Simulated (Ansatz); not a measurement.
Band structure of CrPbO3 (Pm-3m, 5 atoms in the cell).

```
CELL_PARAMETERS angstrom
      3.96171     0.00000     0.00000
      0.00000     3.96171     0.00000
      0.00000     0.00000     3.96171
ATOMIC_POSITIONS crystal
  Cr 0.00000 0.00000 0.00000
  Pb 0.50000 0.50000 0.50000
  O  0.00000 0.00000 0.50000
  O  0.50000 0.00000 0.00000
  O  0.00000 0.50000 0.00000
```
Moments meant for the start (each program seeds them in its own way; μB, in the order of the atoms Cr Pb O O O): 3.0 0.0 0.0 0.0 0.0.

Method of the run: LDA (PW92), PAW files made with PBE (plane waves; Ansatz, a first-principles code).

Settings: kpoints.mp_grid.grid = 8 8 8; hamiltonian.xc = lda; hamiltonian.pseudopotentials = {kind: paw} (the program's default PAW files); magnetization.spin_polarized = true; scf.occupations.method = gaussian; scf.occupations.width = 0.0037 Ry; kpoints.band_path.npoints = 8.

The starting cell comes from a database of computed structures (which also holds hypothetical and non-ambient phases and stackings), without a prior relaxation at this level. Its lattice was rescaled by a random factor within 2.5 % of one. Spin-orbit coupling is off. With one magnetic atom in the cell only a parallel order is possible.

Levels in eV from the Fermi level, bands 22 to 29 of the first spin channel:
| point | 22 | 23 | 24 | 25 | 26 | 27 | 28 | 29 |
|---|---|---|---|---|---|---|---|---|
| Γ | -1.86 | -1.63 | -1.63 | -1.63 | 0.05 | 0.05 | 6.66 | 6.66 |
| X | -1.63 | -0.79 | 0.05 | 0.05 | 0.05 | 1.75 | 2.54 | 5.52 |
| M | -1.03 | 0.15 | 0.15 | 0.69 | 0.98 | 4.01 | 4.22 | 4.27 |
| R | -1.07 | 0.00 | 0.00 | 0.00 | 4.01 | 4.01 | 5.83 | 5.83 |

Bands cross the Fermi level along this path, so the cell is metallic at this level.

The net moment of the cell came out as 2.00 μB.

Keys are those of Ansatz 0.2.
